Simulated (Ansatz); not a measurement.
Band structure of ScF3 (R-3c, 8 atoms in the cell).

```
CELL_PARAMETERS angstrom
      2.85141     1.64626     4.65336
     -2.85141     1.64626     4.65336
      0.00000    -3.29252     4.65336
ATOMIC_POSITIONS crystal
  Sc 0.50000 0.50000 0.50000
  Sc 0.00000 0.00000 0.00000
  F  0.72658 0.25000 0.77342
  F  0.27342 0.75000 0.22658
  F  0.77342 0.72658 0.25000
  F  0.22658 0.27342 0.75000
  F  0.25000 0.77342 0.72658
  F  0.75000 0.22658 0.27342
```

Level of theory: PBEsol, PAW files made with PBE (plane waves; Ansatz, an electronic-structure program).

Settings: kpoints.mp_grid.grid = 5 5 5; hamiltonian.xc = pbesol; hamiltonian.pseudopotentials = {kind: paw} (the program's default PAW files); scf.occupations.method = fixed; kpoints.band_path.path = [[0.0, 0.0, 0.0], [0.5, 0.0, 0.0], [0.5, 0.25010662, -0.25010662]]; kpoints.band_path.npoints = 8.

The starting cell comes from a database of computed structures (which also holds hypothetical and non-ambient phases and stackings), without a prior relaxation at this level.

Question: Predict the gap along the standard path and the places of the band edges.

Answer: The gap along the path is 6.21 eV, direct at Γ to within 0.01 eV.

Levels in eV from the top of the valence band on the path, bands 29 to 36:
```
point     29     30     31     32    33    34    35    36
-----  -----  -----  -----  -----  ----  ----  ----  ----
Γ      -0.50  -0.01   0.00   0.00  6.21  6.21  6.21  7.64
L      -0.37  -0.37  -0.28  -0.28  6.98  6.98  7.02  7.02
B1     -0.75  -0.75  -0.24  -0.24  6.66  6.66  7.07  7.07
```

Keys are those of Ansatz 0.2.
